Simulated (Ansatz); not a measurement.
# Response to strain in AgCl

Take AgCl in the CsCl type structure (space group Pm-3m, No. 221; a = 3.3949 Å; a model cell, its experimental status unchecked) as the base.

Strains are applied to the cell and any free atomic positions relax.

Level of theory: r2SCAN/PAW in Ansatz (a first-principles code), no SOC.

Notes on the quantities. energy relative to the base: free energy F.

```csv
isotropic strain (%),energy relative to the base (meV/atom)
-4.08,62.1
-2.13,?
-1.88,12.0
0,0.0
2.25,14.4
5.82,83.6
```

Task: Fit ΔE = Aε² + Bε³ (ε in %) to the rows shown and predict the withheld row.

Result: Least squares on the printed values gives A = 3.21 and B = -0.13 meV/atom (largest residual 0.4 meV/atom); this predicts 15.8 meV/atom, and the run gives 15.5 meV/atom, 0.3 lower.

No phonon test of stability was made. This is not the structure that AgCl has at room temperature and ambient pressure.
